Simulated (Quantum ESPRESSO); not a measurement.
Quantum ESPRESSO run on Te4Mo3WSe2S2 (P3m1, 12 atoms in the cell): self-consistent single point.

Computed with PBEsol, GBRV 1.5 ultrasoft (PBESOL) pseudopotentials (plane waves; Quantum ESPRESSO).

```
CELL_PARAMETERS angstrom
      3.39839     0.00000     0.00000
     -1.69920     2.94309     0.00000
      0.00000     0.00000    40.19722
ATOMIC_POSITIONS crystal
  Te 0.00000 0.00000 0.32720
  Te 0.33333 0.66667 0.42366
  Te 0.33333 0.66667 0.51741
  Te 0.00000 0.00000 0.23388
  Mo 0.00000 0.00000 0.09391
  Mo 0.33333 0.66667 0.28052
  Mo 0.33333 0.66667 0.65795
  W  0.00000 0.00000 0.47054
  Se 0.00000 0.00000 0.69900
  Se 0.00000 0.00000 0.61685
  S  0.33333 0.66667 0.05651
  S  0.33333 0.66667 0.13132
```

Reference input (self-consistent single point, DFT, PBEsol, plane waves, GBRV 1.5 ultrasoft (PBESOL) pseudopotentials): ecutwfc = 40 Ry; ecutrho = 320 Ry; occupations = smearing; smearing = fermi-dirac; degauss = 0.0036749 Ry; K_POINTS = automatic 9 9 1 0 0 0; conv_thr = 1e-10 Ry. This run's input differs from it in these lines:

```diff
@@ -12,4 +12,4 @@
    ntyp = 5,
-   ecutwfc = 40,
-   ecutrho = 320,
+   ecutwfc = 20,
+   ecutrho = 160,
    occupations = 'smearing',
```

The program printed (abridged):

```
     Self-consistent Calculation

     iteration #  1     ecut=    20.00 Ry     beta= 0.70

     negative rho (up, down):  8.261E-02 0.000E+00

     total energy              =    -693.25134172 Ry
     estimated scf accuracy    <     138.24844964 Ry

     iteration #  2     ecut=    20.00 Ry     beta= 0.70

     negative rho (up, down):  1.221E-01 0.000E+00

     total energy              =    -672.69752862 Ry
     estimated scf accuracy    <   23234.08838021 Ry

     iteration #  3     ecut=    20.00 Ry     beta= 0.70
     c_bands:  1 eigenvalues not converged

     negative rho (up, down):  8.279E-02 0.000E+00

     total energy              =    -751.10813894 Ry
     estimated scf accuracy    <    4747.55175826 Ry

   [... 45 blocks of this kind left out ...]

     iteration # 49     ecut=    20.00 Ry     beta= 0.70

     negative rho (up, down):  7.718E-02 0.000E+00

     total energy              =    -817.61331391 Ry
     estimated scf accuracy    <          2.5E-09 Ry

     iteration # 50     ecut=    20.00 Ry     beta= 0.70

     negative rho (up, down):  7.718E-02 0.000E+00
     End of self-consistent calculation

     the Fermi energy is     5.2582 ev

!    total energy              =    -817.61331391 Ry
     estimated scf accuracy    <          6.2E-11 Ry
     smearing contrib. (-TS)   =      -0.00043894 Ry
     internal energy E=F+TS    =    -817.61287498 Ry

     convergence has been achieved in  50 iterations

     negative rho (up, down):  7.718E-02 0.000E+00

     Forces acting on atoms (cartesian axes, Ry/au):

     atom    1 type  1   force =     0.00000000    0.00000000   -0.00929049
     atom    2 type  1   force =     0.00000000    0.00000000    0.00749877
     atom    3 type  1   force =     0.00000000    0.00000000   -0.00874890
     atom    4 type  1   force =     0.00000000   -0.00000000    0.00971101
     atom    5 type  2   force =     0.00000000    0.00000000    0.00073581
   [... lines left out ...]
     Total force =     0.039888     Total SCF correction =     0.000025
   [... lines left out ...]

     negative rho (up, down):  7.718E-02 0.000E+00
          total   stress  (Ry/bohr**3)                   (kbar)     P=      -64.59
  -0.00044473   0.00000000   0.00000000          -65.42        0.00        0.00
   0.00000000  -0.00044473   0.00000000            0.00      -65.42        0.00
   0.00000000   0.00000000  -0.00042771            0.00        0.00      -62.92

   JOB DONE.
```

The run converged in 50 iterations. Against the reference run the free energy rises by 207 meV/atom, the pressure goes from -2.72 to -6.46 GPa and the largest force hardly changes (0.512 to 0.509 eV/Å).

The starting cell comes from a database of computed structures (which also holds hypothetical and non-ambient phases and stackings), without a prior relaxation at this level. Spin-orbit coupling is off. Spin polarisation is off. At the lowered cutoff the pressure carries the error of an incomplete plane-wave basis.

Cost on one core of a shared machine: roughly 5 min.
